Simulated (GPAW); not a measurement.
**Worked example: self-consistent single point of TiOs (Pm-3m, 2 atoms in the cell) in GPAW**

Level of theory: PBEsol, GPAW PAW datasets PBEsol (made by gpaw-setup) (plane waves; GPAW 25.7.0).

Input:

```python
from ase import Atoms
from ase.units import GPa
from gpaw import GPAW

atoms = Atoms(['Ti', 'Os'],
              cell=[[3.084630, 0.000000, 0.000000],
                    [0.000000, 3.084630, 0.000000],
                    [0.000000, 0.000000, 3.084630]],
              scaled_positions=[[0.500000, 0.500000, 0.500000],
                                [0.000000, 0.000000, 0.000000]],
              pbc=True)

calc = GPAW(mode={'name': 'pw', 'ecut': 800},
            xc='PBEsol',
            kpts={'size': (14, 14, 14), 'gamma': True},
            occupations={'name': 'methfessel-paxton', 'width': 0.1, 'order': 0},
            nbands=-10,
            symmetry={'symmorphic': False, 'tolerance': 0.0005},
            maxiter=150,
            txt='-')

atoms.calc = calc

energy = atoms.get_potential_energy()
print('Energy (eV):', round(energy, 6))
forces = atoms.get_forces()
print('Forces (eV/Ang):')
print(forces.round(5))
stress = atoms.get_stress()
print('Stress (GPa, Voigt):', (stress / GPa).round(4))
```

Output (repeated stretches shortened):

```
Input parameters:
  kpts: {gamma: True,
         size: (14, 14, 14)}
  maxiter: 150
  mode: {ecut: 800,
         name: pw}
  nbands: -10
  occupations: {name: methfessel-paxton,
                order: 0,
                width: 0.1}
  symmetry: {symmorphic: False,
             tolerance: 0.0005}
  xc: PBEsol

species:
  Ti:
    name: Titanium
    Z: 22.0
    valence: 12
    core: 10
    charge: 0.0
    file: Ti.PBEsol.gz

    # Using partial waves for Ti as LCAO basis

  Os:
    name: Osmium
    Z: 76.0
    valence: 14
    core: 62
    charge: 0.0
    file: Os.PBEsol.gz

    # Using partial waves for Os as LCAO basis

Reference energy: -491987.473922  # eV

Spin-paired calculation

Convergence criteria:
 Maximum [total energy] change in last 3 cyles: 0.0005 eV / valence electron
 Maximum integral of absolute [dens]ity change: 0.0001 electrons / valence electron
 Maximum integral of absolute [eigenst]ate change: 4e-08 eV^2 / valence electron
 Maximum number of scf [iter]ations: 150

Symmetries present (total): 48
Symmetries with fractional translations: 0
2744 k-points: 14 x 14 x 14 Monkhorst-Pack grid + [1/28,1/28,1/28]
120 k-points in the irreducible part of the Brillouin zone
       k-points in crystal coordinates                weights
   0:     0.00000000    0.00000000    0.00000000          1/2744
   1:     0.07142857    0.00000000    0.00000000          6/2744
   2:     0.07142857    0.07142857    0.00000000         12/2744
   [... 7 lines left out ...]
          ...
 119:     0.50000000    0.50000000    0.50000000          1/2744

Wave functions: Plane wave expansion
  Cutoff energy: 800.000 eV
  Number of coefficients (min, max): 1472, 1523
  Pulay-stress correction: 0.000000 eV/Ang^3 (de/decut=0.000000)

Occupation numbers: Methfessel-Paxton:
  width: 0.1000  # eV
  order: 0

Eigensolver

Densities:
  Coarse grid: 21*21*21 grid
  Fine grid: 42*42*42 grid
  Total Charge: 0.000000

Density mixing:
  Method: separate
  Backend: pulay
  Linear mixing parameter: 0.05
  old densities: 5
  Damping of long wavelength oscillations: 50

Hamiltonian:
  XC and Coulomb potentials evaluated on a 42*42*42 grid
  External potential:
    NoExternalPotential

XC parameters: PBEsol with 2 nearest neighbor stencil

Number of atoms: 2
Number of atomic orbitals: 25
Number of bands in calculation: 23
Number of valence electrons: 26
Bands to converge: occupied

Density initialized from atomic densities
  23 bands from LCAO basis set

Atomic positions and initial magnetic moments

Positions:
   0 Ti     1.542315    1.542315    1.542315    ( 0.0000,  0.0000,  0.0000)
   1 Os     0.000000    0.000000    0.000000    ( 0.0000,  0.0000,  0.0000)

Unit cell:
           periodic     x           y           z      points  spacing
  1. axis:    yes    3.084630    0.000000    0.000000    21     0.1469
  2. axis:    yes    0.000000    3.084630    0.000000    21     0.1469
  3. axis:    yes    0.000000    0.000000    3.084630    21     0.1469

  Lengths:   3.084630   3.084630   3.084630
  Angles:   90.000000  90.000000  90.000000

Effective grid spacing dv^(1/3) = 0.1469

     iter     time        total  log10-change:
                         energy   eigst   dens
iter:   1 --:--:--   -21.251536
iter:   2 --:--:--   -21.167189   -1.06  -1.33
iter:   3 --:--:--   -20.764981   -1.51  -1.35
iter:   4 --:--:--   -20.710092   -2.47  -1.64
iter:   5 --:--:--   -20.923493   -1.61  -1.79
iter:   6 --:--:--   -20.747663   -1.78  -1.76
iter:   7 --:--:--   -20.726685   -2.88  -2.16
iter:   8 --:--:--   -20.725119   -3.95  -2.76
iter:   9 --:--:--   -20.724140c  -4.24  -2.99
iter:  10 --:--:--   -20.724264c  -4.64  -2.99
iter:  11 --:--:--   -20.724418c  -3.99  -3.12
iter:  12 --:--:--   -20.724414c  -5.68  -3.62
iter:  13 --:--:--   -20.724410c  -5.65  -3.70
iter:  14 --:--:--   -20.724407c  -5.78  -3.80
iter:  15 --:--:--   -20.724407c  -6.00  -4.02c
iter:  16 --:--:--   -20.724407c  -7.27  -4.66c
iter:  17 --:--:--   -20.724406c  -8.20c -4.86c

Converged after 17 iterations.

Dipole moment: (0.000000, 0.000000, 0.000000) |e|*Ang

Energy contributions relative to reference atoms: (reference = -491987.473922)

Kinetic:         +6.728088
Potential:       -8.606952
External:        +0.000000
XC:             -18.770999
Entropy (-ST):   -0.002022
Local:           -0.073533
SIC:             +0.000000
--------------------------
Free energy:    -20.725417
Extrapolated:   -20.724406

Showing only first 2 kpts
 Kpt  Band  Eigenvalues  Occupancy
  0    11     11.02391    2.00000
  0    12     11.02391    2.00000
  0    13     14.17259    0.00000
  0    14     14.17259    0.00000

  1    11     11.00295    2.00000
  1    12     11.06473    2.00000
  1    13     14.05952    0.00000
  1    14     14.21236    0.00000

Fermi level: 12.30775

No gap
No difference between direct/indirect transitions
Energy (eV): -20.724406

Forces in eV/Ang:
  0 Ti    0.00000    0.00000    0.00000
  1 Os   -0.00000   -0.00000    0.00000

Stress tensor:
     0.035149     0.000000     0.000000
     0.000000     0.035149     0.000000
     0.000000     0.000000     0.035149
Stress (GPa, Voigt): [5.6315 5.6315 5.6315 0.     0.     0.    ]
```

The run converged in 17 iterations. GPAW prints stress with tension positive.

The starting cell comes from a database of computed structures (which also holds hypothetical and non-ambient phases and stackings), without a prior relaxation at this level. Spin-orbit coupling is off. Spin polarisation is off. With a pressure of about -6 GPa the cell is away from its equilibrium volume at this level.

Cost on one core of a shared machine: roughly 2 min.
